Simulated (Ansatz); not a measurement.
Functionals compared on the (111) surface of bcc Nb in its 1x1 cell, outermost plane spacing 0.96 Å in the ideal cut, in Ansatz (plane waves, PAW). The structure was relaxed with PBE; the other rows are single points on it, each with its references at the same level. Cutoff 420 eV (500 eV for r2SCAN).

Slab: 11 atoms, 9.6 Å thick at the start (thin: gaps and levels are the slab's own); k 9x9x1, smearing 0.1 eV, dipole-corrected; all atoms relaxed; start symmetry kept, larger cells not searched; no spin, no spin-orbit, no U. These notes are the PBE run's.

```json
[
 {"functional": "PBE", "surface energy (J/m²)": "2.40", "work function of the top face (eV)": "3.79", "rough cost of the single point": "–"},
 {"functional": "LDA", "surface energy (J/m²)": "2.70", "work function of the top face (eV)": "4.06", "rough cost of the single point": "about 30 core-seconds (a rough figure)"},
 {"functional": "PBEsol", "surface energy (J/m²)": "[?]", "work function of the top face (eV)": "[?]", "rough cost of the single point": "roughly 30 core-seconds"},
 {"functional": "RPBE", "surface energy (J/m²)": "2.25", "work function of the top face (eV)": "3.64", "rough cost of the single point": "around 40 core-seconds (rough)"},
 {"functional": "r2SCAN", "surface energy (J/m²)": "2.55", "work function of the top face (eV)": "3.77", "rough cost of the single point": "about 60 core-seconds (a rough figure)"}
]
```

### Question
What belongs in the gaps?

### Answer

- PBEsol, surface energy (J/m²): 2.63
- PBEsol, work function of the top face (eV): 3.87

Ansatz is a first-principles code.
